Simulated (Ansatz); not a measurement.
Start from Sr in the fcc (Cu type) structure (space group Fm-3m, No. 225).

```
Sr
1.0
    0.00000     2.96126     2.96126
    2.96126     0.00000     2.96126
    2.96126     2.96126     0.00000
Sr
1
Cartesian
  0.00000   0.00000   0.00000
```

Cartesian axes are those of the cell as printed.

Level of theory: PBEsol (Ansatz, a quantum-chemistry and plane-wave program), no spin-orbit coupling.

Before the change:

| Quantity | Result |
|---|---|
| Shortest interatomic distance | 4.188 Å |
| Pressure | 0.0 GPa |
| Band gap | zero |

Now apply this change: a pure shear with ε_xy = ε_yx = 0.0200, atoms relaxed at fixed cell.

Question: Predict the new energy relative to the base.

Answer: The energy rises by 3.2 meV/atom.

Question: What does the calculation give for the shortest interatomic distance after the change?

Answer: The shortest interatomic distance drops by 0.084 Å, from 4.188 Å to 4.104 Å.

Question: How does this affect the pressure?

Answer: The pressure (mean of the normal stresses, compression positive) stays 0.0 GPa.

Question: What happens to the band gap?

Answer: The band gap stays zero.

The cells carry an imposed strain or load. Stability against distortions was not tested.
